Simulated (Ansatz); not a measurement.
IrC (model structure, Fm-3m, No. 225, 2 atoms in the cell) was calculated with PBEsol (Ansatz, a quantum-chemistry and plane-wave program, PAW).

Run with plane-wave cutoff 520 eV, 22×22×22 k mesh, Fermi–Dirac smearing 0.05 eV, no spin polarisation, scalar-relativistic PAW data made under PBE.

Cell (relaxed at this level):

IrC is taken in the cubic space group Fm-3m (No. 225), the rock salt structure, Pearson symbol cF8. Conventional cell: a = 4.352 Å, b = 4.352 Å, c = 4.352 Å, α = 90.00°, β = 90.00°, γ = 90.00°. Ir on 4a sees 6 C at 2.176 Å and 12 Ir at 3.078 Å. C on 4b is coordinated by 6 Ir at 2.176 Å (octahedral). (Neighbours: up to the widest gap in distance over summed covalent radii, below 1.35, at either atom; cation-cation and far metal-metal contacts left out.)
(The calculation used a cell of 2 atoms; values per cell refer to that cell.)

Task: What does this level give for the bulk modulus B0?

Result: 
bulk modulus B0: 347 GPa

Note: the run has no spin polarisation, so it can have missed a magnetic state; the bulk modulus is −V dP/dV from two relaxed cells at ±2 % in volume; the relaxation could raise the start's symmetry but not lower it, so the cell can be a saddle point.

Spin–orbit coupling is not included; it can open a gap where bands touch, and shift volumes and moduli.

Computed values are for the static lattice.

A model structure was made by putting elements into a prototype or built by hand; it is no filed structure, need not be a known phase, and can be a saddle point held by its symmetry.
